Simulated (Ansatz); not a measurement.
## Ladder of methods for the equilibrium lattice constant a of NiAs-type NiSb

Reference value: 3.946 Å (measured, temperature not stated, no zero-point or thermal correction; as tabulated in Wikipedia's data pages).

Task: What do LDA, PBE, r²SCAN+rVV10, r²SCANh, Hartree–Fock give, and how far is each from the reference?

Result: 
| level (code) | value (Å) | difference (%) |
|---|---|---|
| LDA (Ansatz) | 3.879 | -1.70 |
| PBE (Ansatz) | 3.975 | +0.73 |
| r²SCAN+rVV10 (Ansatz) | 3.916 | -0.76 |
| r²SCANh (Ansatz) | 3.905 | -1.04 |
| Hartree–Fock (Ansatz) | 3.899 | -1.19 |

The reference's temperature isn't stated, so close values are not ranked against it.

The reference isn't brought to a static lattice, while the calculations are for one, so the differences are not the levels' errors alone. The crystal itself was run without spin with LDA, PBE, r²SCAN+rVV10, r²SCANh, Hartree–Fock; a magnetic state was not tried in these runs. r²SCANh, Hartree–Fock: the run has no spin polarisation, so it can have missed a magnetic state. Cutoffs and k meshes differ between the levels. Ansatz's density-functional and Hartree–Fock values are scalar-relativistic unless marked +SOC, with PAW data made under PBE.

Differences are worked out from the printed values.

Ansatz is a quantum-chemistry and plane-wave program.
